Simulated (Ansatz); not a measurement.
Response to strain in Al

The reference is Al in the fcc (Cu type) structure (space group Fm-3m, No. 225; a = 4.015 Å; relaxed with 0.1 eV smearing). Axes: x, y, z lie along the cube axes.

Strains are applied to the cell and any free atomic positions relax; under biaxial strain the out-of-plane vector relaxes too.

Computed with Kohn–Sham DFT with the PBEsol functional, run in Ansatz (a first-principles code) with PAW and 420 eV plane waves, scalar-relativistic without spin-orbit coupling.

Notes on the quantities. in-plane stress: mean in-plane stress (compression positive); energy relative to the base: free energy F.

| case | ratio −ε⊥/ε∥ | in-plane stress | energy relative to the base |
|---|---|---|---|
| base | – | – | 0 meV/atom |
| biaxial strain −2.50 %, plane normal [111], relaxed out of plane | 0.92 | +4.1 GPa | +9.3 meV/atom |
| biaxial strain −2.08 %, plane normal [111], relaxed out of plane | ___ | ___ | ___ |
| biaxial strain −1.67 %, plane normal [111], relaxed out of plane | 0.97 | +2.4 GPa | +3.8 meV/atom |
| biaxial strain −1.25 %, plane normal [111], relaxed out of plane | 0.99 | +1.7 GPa | +2.1 meV/atom |
| biaxial strain −0.42 %, plane normal [111], relaxed out of plane | – | +0.5 GPa | +0.2 meV/atom |
| biaxial strain +0.42 %, plane normal [111], relaxed out of plane | – | -0.5 GPa | +0.2 meV/atom |
| biaxial strain +0.83 %, plane normal [111], relaxed out of plane | 0.99 | -1.0 GPa | +0.8 meV/atom |
| biaxial strain +1.25 %, plane normal [111], relaxed out of plane | 0.97 | -1.4 GPa | +1.8 meV/atom |
| biaxial strain +1.67 %, plane normal [111], relaxed out of plane | 0.95 | -1.9 GPa | +3.3 meV/atom |

Problem. Some entries are withheld; estimate them.

Solution. 
- biaxial strain −2.08 %, plane normal [111], relaxed out of plane, ratio −ε⊥/ε∥: 0.94
- biaxial strain −2.08 %, plane normal [111], relaxed out of plane, in-plane stress: +3.2 GPa
- biaxial strain −2.08 %, plane normal [111], relaxed out of plane, energy relative to the base: +6.2 meV/atom

Whether these cells are dynamically stable was not tested.
